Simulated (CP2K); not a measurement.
## Worked example: self-consistent single point of Ga₂Pt (Fm-3m, 3 atoms in the cell) in CP2K

Method: PBEsol, GPW, DZVP-MOLOPT-PBE-GTH basis, GTH-PBE potentials (POTENTIAL_UZH) in CP2K 2026.2.

Input:

```
&GLOBAL
  PROJECT bulk
  RUN_TYPE ENERGY_FORCE
  PRINT_LEVEL MEDIUM
&END GLOBAL
&FORCE_EVAL
  METHOD Quickstep
  STRESS_TENSOR ANALYTICAL
  &DFT
    BASIS_SET_FILE_NAME BASIS_MOLOPT_UZH
    POTENTIAL_FILE_NAME POTENTIAL_UZH
    &QS
      METHOD GPW
      EPS_DEFAULT 1E-10
    &END QS
    &MGRID
      CUTOFF 600
      REL_CUTOFF 40
      NGRIDS 5
    &END MGRID
    &SCF
      SCF_GUESS ATOMIC
      EPS_SCF 1E-6
      MAX_SCF 100
      ADDED_MOS 8
      &DIAGONALIZATION
        ALGORITHM STANDARD
      &END DIAGONALIZATION
      &MIXING
        METHOD BROYDEN_MIXING
        ALPHA 0.3
        NBUFFER 10
      &END MIXING
      &SMEAR ON
        METHOD GAUSSIAN
        SIGMA [eV] 0.272
      &END SMEAR
    &END SCF
    &KPOINTS
      SCHEME MONKHORST-PACK 8 8 8
      GAMMA_CENTERED T
    &END KPOINTS
    &XC
      &XC_FUNCTIONAL
        &PBE
          PARAMETRIZATION PBESOL
        &END PBE
      &END XC_FUNCTIONAL
    &END XC
    &PRINT
      &MO
        EIGENVALUES T
        OCCUPATION_NUMBERS T
        NDIGITS 8
        FILENAME mo
        &EACH
          QS_SCF 0
        &END EACH
        ADD_LAST NUMERIC
      &END MO
      &MULLIKEN ON
      &END MULLIKEN
    &END PRINT
  &END DFT
  &SUBSYS
    &CELL
      ABC 4.19727300 4.19727271 4.19727261
      ALPHA_BETA_GAMMA 60.00000745 60.00000477 60.00000561
      PERIODIC XYZ
    &END CELL
    &COORD
      SCALED
      Ga       0.75000000     0.75000000     0.75000000
      Ga       0.25000000     0.25000000     0.25000000
      Pt       0.00000000     0.00000000     0.00000000
    &END COORD
    &KIND Ga
      BASIS_SET DZVP-MOLOPT-PBE-GTH-q13
      POTENTIAL GTH-PBE-q13
    &END KIND
    &KIND Pt
      BASIS_SET DZVP-MOLOPT-PBE-GTH-q18
      POTENTIAL GTH-PBE-q18
    &END KIND
  &END SUBSYS
  &PRINT
    &FORCES ON
    &END FORCES
    &STRESS_TENSOR ON
    &END STRESS_TENSOR
  &END PRINT
&END FORCE_EVAL
```

The program printed (abridged):

```
 GLOBAL| Method name                                                        CP2K
 GLOBAL| Project name                                                       bulk
 GLOBAL| Run type                                                   ENERGY_FORCE

 CELL| Volume [angstrom^3]:                                            52.286147
 CELL| Vector a [angstrom]:       4.197     0.000     0.000   |a| =     4.197273
 CELL| Vector b [angstrom]:       2.099     3.635     0.000   |b| =     4.197273
 CELL| Vector c [angstrom]:       2.099     1.212     3.427   |c| =     4.197273
 CELL| Angle (b,c), alpha [degree]:                                    60.000007
 CELL| Angle (a,c), beta  [degree]:                                    60.000005
 CELL| Angle (a,b), gamma [degree]:                                    60.000006
 CELL| Numerically orthorhombic:                                              NO
 CELL| Periodicity                                                           XYZ

 DFT| Spin restricted Kohn-Sham (RKS) calculation                            RKS
 DFT| Multiplicity                                                             1
 DFT| Number of spin states                                                    1
 DFT| Charge                                                                   0
 DFT| XC density smoothing                                                  NONE
 DFT| XC derivatives                                                          PW

 QS| Method:                                                                 GPW
 QS| Density plane wave grid type                        NON-SPHERICAL FULLSPACE
 QS| Number of grid levels:                                                    5
 QS| Density cutoff [a.u.]:                                                300.0
 QS| Multi grid cutoff [a.u.]: 1) grid level                               300.0
   [... lines left out ...]
 BRILLOUIN| Wavefunction type                                            COMPLEX
 BRILLOUIN| List of Kpoints [2 Pi/Bohr]                                      260
 BRILLOUIN| Number           Weight            X              Y              Z
 BRILLOUIN|     1           0.00391       -0.37500       -0.37500       -0.37500
 BRILLOUIN|     2           0.00391       -0.37500       -0.37500       -0.25000
 BRILLOUIN|     3           0.00391       -0.37500       -0.37500       -0.12500
   [... 257 lines left out ...]
 *******************************************************************************

 Extrapolation method: initial_guess

 Re-scaling the density matrix to get the right number of electrons
                  # Electrons              Trace(P)               Scaling factor
                           44                44.000                        1.000

 Number of electrons:                                                         44
 Number of occupied orbitals:                                                 22
 Number of molecular orbitals:                                                30

 Number of orbital functions:                                                 76
 Number of independent orbital functions:                                     76
 SCF WAVEFUNCTION OPTIMIZATION

  Step     Update method      Time    Convergence         Total energy    Change
     1 NoMix/Diag. 0.30E+00      -     1.15017107      -269.6005492575 -2.70E+02
     2 Broy./Diag. 0.30E+00      -     0.22479121      -270.6336593809 -1.03E+00
     3 Broy./Diag. 0.30E+00      -     0.04934378      -269.3511337161  1.28E+00
     4 Broy./Diag. 0.30E+00      -     0.06878135      -269.0708896599  2.80E-01
     5 Broy./Diag. 0.30E+00      -     0.00218801      -268.9822024129  8.87E-02
     6 Broy./Diag. 0.30E+00      -     0.00063848      -269.0180755629 -3.59E-02
     7 Broy./Diag. 0.30E+00      -     0.00186706      -269.0213155931 -3.24E-03
     8 Broy./Diag. 0.30E+00      -     0.00001140      -269.0216304002 -3.15E-04
     9 Broy./Diag. 0.30E+00      -     0.00008694      -269.0214790387  1.51E-04
    10 Broy./Diag. 0.30E+00      -     0.00000068      -269.0214571411  2.19E-05
  *** SCF run converged in    10 steps ***

  Electronic density on regular grids:        -43.9999999247        0.0000000753
  Core density on regular grids:               43.9999999968       -0.0000000032
  Total charge density on r-space grids:        0.0000000722
  Total charge density g-space grids:           0.0000000722

  Overlap energy of the core charge distribution:               0.00000000155037
  Self energy of the core charge distribution:               -377.29809206865485
  Core Hamiltonian energy:                                     99.05945347592140
  Hartree energy:                                              40.93613026331282
  Exchange-correlation energy:                                -31.71706030125434
  Smearing free energy correction:                             -0.00188850893492
  Fermi energy:                                                 0.31215272258842

  Total energy:                                              -269.02145714105058
  Total energy (extrapolated to sigma->0):                   -269.02051288658311

                     Mulliken Population Analysis

 #  Atom  Element  Kind  Atomic population                           Net charge
       1     Ga       1         12.489342                              0.510658
       2     Ga       1         12.489338                              0.510662
       3     Pt       2         19.021320                             -1.021320
 # Total charge                             44.000000                  0.000000

 ENERGY| Total FORCE_EVAL ( QS ) energy [hartree]           -269.021457858809640

 FORCES| Atomic forces [hartree/bohr]
 FORCES|   Atom     x               y               z               |f|
 FORCES|      1 -7.65309077E-07 -3.80206476E-07 -2.79674594E-07   8.99151169E-07
 FORCES|      2  7.65311298E-07  3.41592275E-07  3.09918010E-07   8.93552370E-07
 FORCES|      3 -2.15955056E-12  3.90154685E-08 -3.01582027E-08   4.93125134E-08
 FORCES| Sum     6.15170910E-14  4.01268118E-10  8.52141424E-11
 FORCES| Total atomic force                                       4.10216475E-10

 STRESS| Analytical stress tensor [bar]
 STRESS|                        x                   y                   z
 STRESS|      x        4.16223890786E+03  -3.54339291136E+01  -2.50556756331E+01
 STRESS|      y       -3.54339291136E+01   4.20301722212E+03  -1.39673377398E+01
 STRESS|      z       -2.50556756331E+01  -1.39673377398E+01   4.21325083336E+03
 STRESS| 1/3 Trace                                             4.19283565445E+03
```

The run converged in 10 iterations.

The starting cell comes from a database of computed structures (which also holds hypothetical and non-ambient phases and stackings), without a prior relaxation at this level. Spin polarisation is off. Values carry the incompleteness of an atom-centred basis. The potentials were made for another functional than the one used.

Cost on one core of a shared machine: roughly 90 s.
